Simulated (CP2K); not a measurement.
CP2K run on Ba (Im-3m, 1 atom in the cell): self-consistent single point.

Computed with PBE, GPW, DZVP-MOLOPT-SR-GTH basis, GTH-PBE potentials (GTH_POTENTIALS) run with CP2K.

The change in words: lattice scaled by 0.98. Reference geometry:
```
CELL_PARAMETERS angstrom
      4.38962     0.00000     0.00000
     -1.46321     4.13857     0.00000
     -1.46321    -2.06929     3.58411
ATOMIC_POSITIONS crystal
  Ba 0.00000 0.00000 0.00000
```

Reference input (self-consistent single point, DFT PBE, GPW, DZVP-MOLOPT-SR-GTH basis, GTH-PBE potentials (GTH_POTENTIALS)): CUTOFF = 500 Ry; REL_CUTOFF = 40 Ry; SMEAR/METHOD = FERMI_DIRAC; ELECTRONIC_TEMPERATURE = 1160.45 K; KPOINTS/SCHEME = MONKHORST-PACK 9 9 9; XC_FUNCTIONAL = PBE; Ba/BASIS_SET = DZVP-MOLOPT-SR-GTH-q10; Ba/POTENTIAL = GTH-PBE-q10; METHOD = GPW; EPS_DEFAULT = 1e-10; NGRIDS = 5; SCF_GUESS = ATOMIC. This run's input differs from it in these lines:

```diff
@@ -63,5 +63,5 @@
     &CELL
-      A 4.38961800 0.00000000 0.00000000
-      B -1.46320600 4.13857100 0.00000000
-      C -1.46320600 -2.06928600 3.58410800
+      A 4.30182500 0.00000000 0.00000000
+      B -1.43394200 4.05580000 0.00000000
+      C -1.43394200 -2.02790000 3.51242600
       PERIODIC XYZ
```

Output (repeated stretches shortened):

```
 SCF WAVEFUNCTION OPTIMIZATION

  Step     Update method      Time    Convergence         Total energy    Change
     1 NoMix/Diag. 0.20E+00      -     1.30467248       -25.6274779869 -2.56E+01
     2 Broy./Diag. 0.20E+00      -     0.00166823       -25.3741095899  2.53E-01
     3 Broy./Diag. 0.20E+00      -     0.01700737       -25.3720702802  2.04E-03
     4 Broy./Diag. 0.20E+00      -     0.00416870       -25.4230483918 -5.10E-02
     5 Broy./Diag. 0.20E+00      -     0.00548741       -25.4572884627 -3.42E-02
     6 Broy./Diag. 0.20E+00      -     0.00051259       -25.4650317920 -7.74E-03
   [... 2 lines left out ...]
     9 Broy./Diag. 0.20E+00      -     0.00006779       -25.4654828233  7.36E-04
    10 Broy./Diag. 0.20E+00      -     0.00000483       -25.4654455144  3.73E-05
    11 Broy./Diag. 0.20E+00      -     0.00001377       -25.4654116385  3.39E-05
    12 Broy./Diag. 0.20E+00      -     0.00000031       -25.4654082253  3.41E-06
  *** SCF run converged in    12 steps ***

  Overlap energy of the core charge distribution:               0.00000000000000
  Self energy of the core charge distribution:                -52.23977625442188
  Core Hamiltonian energy:                                     10.23083710690580
  Hartree energy:                                              20.24197560931503
  Exchange-correlation energy:                                 -3.69681757300953
  Electronic entropic energy:                                  -0.00162711461891
  Fermi energy:                                                 0.19708617199675

  Total energy:                                               -25.46540822532019
  Total energy (extrapolated to T->0):                        -25.46459466801073

   [... lines left out ...]

 STRESS| Analytical stress tensor [bar]
 STRESS|                        x                   y                   z
 STRESS|      x        1.58703861638E+04  -3.44874181205E+00  -5.97175397452E+00
 STRESS|      y       -3.44874181205E+00   1.58679259276E+04  -8.44029150242E+00
 STRESS|      z       -5.97175397452E+00  -8.44029150242E+00   1.58581702296E+04
 STRESS| 1/3 Trace                                             1.58654941070E+04
```

The run converged in 12 iterations. Against the reference run the free energy rises by 31.3 meV/atom and the pressure goes from 1.04 to 1.59 GPa.

The starting cell has typed, rounded lattice constants, without a prior relaxation at this level. Its lattice was rescaled by a random factor within 2.5 % of one. For this run, on top of that: lattice scaled by 0.98. Values carry the incompleteness of an atom-centred basis.
